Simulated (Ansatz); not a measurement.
# Relaxation of the atoms of LiH4BrO2 (P-1, 16 atoms in the cell) at several settings

```xyz
16
Lattice="5.3807 0.0000 0.0000 2.6862 5.9126 0.0000 0.9001 2.7566 5.8211" Properties=species:S:1:pos:R:3 pbc="T T T"
Br     1.9122     1.3645     1.3576
Br     7.0548     7.3048     4.4635
Li     3.1128     3.5664     2.8116
Li     5.8542     5.1028     3.0095
O      7.4991     5.0599     1.7178
O      1.4679     3.6093     4.1033
O      4.8524     3.6455     1.6963
O      4.1146     5.0238     4.1248
H      7.8103     5.8267     1.8162
H      1.1567     2.8426     4.0049
H      5.5038     3.1211     1.7463
H      3.4632     5.5482     4.0747
H      4.9241     4.0001     0.9430
H      4.0430     4.6692     4.8780
H      7.4253     4.9745     0.8906
H      1.5417     3.6948     4.9304
```

Base: PBEsol, default PAW files made with PBE run with Ansatz (an electronic-structure program). Its settings: kpoints.mp_grid.grid = 4 3 3; hamiltonian.xc = pbesol; hamiltonian.pseudopotentials = {kind: paw} (the program's default PAW files); scf.occupations.method = fermi_dirac; scf.occupations.width = 0.1 eV. Starting volume 11.57 Å³ per atom.

Each line gives the change from the base single point and the result:

- atoms moved at random; relax: default → atoms; relax.f_tol: default → 0.1 eV/Å: pressure -1.12 GPa; largest force (vector length) 0.071 eV/Å; relaxation steps 6; free energy against the base single point -376.6 meV/atom.
- relax: default → atoms: pressure -1.05 GPa; largest force (vector length) 0.006 eV/Å; relaxation steps 8; free energy against the base single point -377.1 meV/atom.
- atoms moved at random; scf.convergence.dr2_threshold: default (1e-07 eV) → 0.001 eV; relax: default → atoms; relax.f_tol: default → 0.03 eV/Å: pressure -1.05 GPa; largest force (vector length) 0.015 eV/Å; relaxation steps 9; free energy against the base single point -377.1 meV/atom.

The starting cell comes from a database of published, mostly measured structures (it also holds non-ambient and calculated ones), without a prior relaxation at this level. Its lattice was rescaled by a random factor within 2.5 % of one. In the base run, forces exceed 1 eV/Å. Ansatz's pressure includes its estimate of the finite-basis (Pulay) stress.

Keys are those of Ansatz 0.2.
